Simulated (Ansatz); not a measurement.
## Response to strain in Zn

Start from Zn in the hcp (Mg type) structure (space group P6_3/mmc, No. 194; relaxed with 0.1 eV smearing).

```xyz
2
Lattice="2.6180 0.0000 0.0000 -1.3090 2.2672 0.0000 0.0000 0.0000 4.8434" Properties=species:S:1:pos:R:3 pbc="T T T"
Zn     0.0000     1.5115     3.6325
Zn     1.3090     0.7557     1.2108
```

Cartesian axes are those of the cell as printed.

Strains are applied to the cell and any free atomic positions relax; under biaxial strain the out-of-plane vector relaxes too.

Level of theory: r2SCAN, PAW, 500 eV (Ansatz, an electronic-structure program; spin-orbit coupling left out).

Notes on the quantities. energy relative to the base: free energy F; pressure: mean of the normal stresses, compression positive.

| variant | energy relative to the base | shortest interatomic distance | pressure |
|---|---|---|---|
| base | 0 meV/atom | 2.618 Å | 0.0 GPa |
| biaxial strain +1.33 %, plane normal [001], relaxed out of plane | – | 2.653 Å | -1.6 GPa |
| isotropic strain +2.99 % | +29 meV/atom | 2.696 Å | -6.5 GPa |
| tensor shear ε_xy = −1.70 % | +4.4 meV/atom | 2.580 Å | 0.2 GPa |
| tensor shear ε_xy = −2.02 % | +6.1 meV/atom | 2.572 Å | 0.2 GPa |

Whether these cells are dynamically stable was not tested.
